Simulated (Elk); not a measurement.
Band structure of ZrTaC2 (R-3m, 4 atoms in the cell).

```
CELL_PARAMETERS angstrom
      1.61627     0.93316     5.30647
     -1.61627     0.93316     5.30647
      0.00000    -1.86631     5.30647
ATOMIC_POSITIONS crystal
  Zr 0.00000 0.00000 0.00000
  Ta 0.50000 0.50000 0.50000
  C  0.75473 0.75473 0.75473
  C  0.24527 0.24527 0.24527
```

Method: PBEsol, all-electron FP-LAPW, Elk's shipped species files, APW+lo basis with extra local orbitals (Elk 10.2.4).

Settings: xctype = 22; rgkmax = 7.5; stype = 1; swidth = 0.00183747 Ha; ngridk = 6 6 6; gmaxvr = 16 1/bohr; nxlo = 2; lorbcnd = true; rmtscf = 0.86; lmaxi = 2.

The starting cell comes from a database of computed structures (which also holds hypothetical and non-ambient phases and stackings), without a prior relaxation at this level. Spin-orbit coupling is off. Spin polarisation is off. Values depend on the basis (sphere radii, cutoffs, local orbitals), which need not be converged.

Levels in eV from the Fermi level, bands 20 to 27:
```csv
point,20,21,22,23,24,25,26,27
B,-4.15,-3.44,-3.28,-3.27,0.91,1.68,2.88,3.82
Z,-3.61,-3.61,-2.38,-2.38,0.82,0.82,1.71,1.80
Γ,-4.37,-0.28,-0.28,-0.28,0.17,0.18,0.18,1.67
X,-4.15,-3.43,-3.42,-3.20,0.96,2.26,2.37,3.67
```

Bands cross the Fermi level along this path, so the cell is metallic at this level.
